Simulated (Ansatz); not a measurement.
**A computed series for BaBiO3: response to strain**

Take BaBiO$_{3}$ in the cubic perovskite structure (space group Pm-3m, No. 221; a = 4.355 Å; a cell from a computed database, its experimental status unchecked) as the base. Axes: x, y, z lie along the cube axes.

Strains are applied to the cell and any free atomic positions relax.

All numbers come from Ansatz (an electronic-structure program), PBEsol, PAW, cutoff 420 eV, scalar-relativistic without spin-orbit coupling.

Notes on the quantities. energy relative to the base: free energy F.

```json
[
 {"case": "base", "energy relative to the base": "0 meV/atom", "shortest interatomic distance": "2.178 Å", "pressure": "0.0 GPa"},
 {"case": "isotropic strain −1.40 %", "energy relative to the base": "+11 meV/atom", "shortest interatomic distance": "2.147 Å", "pressure": "5.6 GPa"},
 {"case": "isotropic strain +2.86 %", "energy relative to the base": "+41 meV/atom", "shortest interatomic distance": "2.240 Å", "pressure": "-8.2 GPa"},
 {"case": "uniaxial strain ε_xx = −3.45 %", "energy relative to the base": "+16 meV/atom", "shortest interatomic distance": "2.102 Å", "pressure": "4.8 GPa"},
 {"case": "uniaxial strain ε_yy = −4.31 %", "energy relative to the base": "+26 meV/atom", "shortest interatomic distance": "2.084 Å", "pressure": "6.2 GPa"}
]
```

Without a gap, meshes like the base's 11×11×11 leave anisotropic stresses uncertain by several tenths of a GPa, and small strain energies with them. Stability against distortions was not tested. All final runs are without spin polarisation. An odd electron count without spin: BaBiO3. Many cubic perovskites are stable only at high temperature; tilts and polar distortions were not tested.
